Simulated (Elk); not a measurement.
Band structure of ScAu₄ (I4/m, 5 atoms in the cell).

```xyz
5
Lattice="-3.2717 3.2717 2.0127 3.2717 -3.2717 2.0127 3.2717 3.2717 -2.0127" Properties=species:S:1:pos:R:3 pbc="T T T"
Sc     0.0000     0.0000     0.0000
Au     0.6697     1.9446     2.0127
Au     2.6020     1.3271     0.0000
Au     1.3271     3.9414     0.0000
Au     1.9446    -0.6697     2.0127
```

Method: LDA (PW92), all-electron FP-LAPW, Elk's shipped species files, APW+lo basis with extra local orbitals run with Elk.

Settings: rgkmax = 8; stype = 0; swidth = 0.00999582 Ha; ngridk = 6 6 6; gmaxvr = 16 1/bohr; nxlo = 2; lorbcnd = true; rmtscf = 0.91; lmaxi = 2; maxscl = 100.

The starting cell comes from a database of computed structures (which also holds hypothetical and non-ambient phases and stackings), without a prior relaxation at this level. Its lattice was rescaled by a random factor within 2.5 % of one. Spin-orbit coupling is off. Values depend on the basis (sphere radii, cutoffs, local orbitals), which need not be converged.

Levels in eV from the Fermi level, bands 65 to 72:
```json
[
 {"point": "Γ", "65": "-2.31", "66": "-2.04", "67": "0.55", "68": "1.61", "69": "1.61", "70": "1.62", "71": "2.00", "72": "2.00"},
 {"point": "X", "65": "-2.56", "66": "-2.42", "67": "0.79", "68": "1.00", "69": "1.33", "70": "1.38", "71": "2.27", "72": "2.61"},
 {"point": "M", "65": "-2.48", "66": "-2.11", "67": "-1.98", "68": "-1.98", "69": "1.48", "70": "2.35", "71": "2.45", "72": "2.45"},
 {"point": "Z", "65": "-2.41", "66": "-1.88", "67": "-1.68", "68": "-1.68", "69": "-0.13", "70": "1.97", "71": "2.35", "72": "2.35"},
 {"point": "P", "65": "-2.14", "66": "-2.14", "67": "-1.95", "68": "-1.47", "69": "1.78", "70": "1.93", "71": "1.93", "72": "2.25"},
 {"point": "N", "65": "-2.65", "66": "-1.89", "67": "-1.07", "68": "-0.81", "69": "1.24", "70": "1.41", "71": "1.61", "72": "2.05"},
 {"point": "Z1", "65": "-2.41", "66": "-1.88", "67": "-1.68", "68": "-1.68", "69": "-0.13", "70": "1.97", "71": "2.35", "72": "2.35"}
]
```

Bands cross the Fermi level along this path, so the cell is metallic at this level.
